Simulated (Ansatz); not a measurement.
Input:

```xyz
2
Lattice="0.0000 3.3690 3.1539 3.3690 0.0000 3.1539 3.3690 3.3690 0.0000" Properties=species:S:1:pos:R:3 pbc="T T T"
Cd     0.0000     0.0000     0.0000
Te     1.6845     1.6845     1.5769
```

Level of theory: r2SCAN with spin-orbit coupling, rigid bands (plane waves, PAW; Ansatz, a quantum-chemistry and plane-wave program). Condition of this run: biaxial stress xx = yy = -1 GPa (compression positive) (the target of the relaxation). Cell: cell and atoms relaxed with r2SCAN, then loaded as said.

Problem. Predict the electron conductivity mass (n e² τ/σ) at 300 K, by direction if it differs.

Solution. 0.091 (x), 0.091 (y), 0.089 (z) mₑ.

Problem. What conductivity effective mass do dilute holes have at 300 K?

Solution. 0.58 (x), 0.58 (y), 0.26 (z) mₑ.

Problem. And the band gap?

Solution. 0.77 eV at this level; semilocal functionals usually fall short of the measured gap.

Rigid bands, one relaxation time for all states, no polarons.
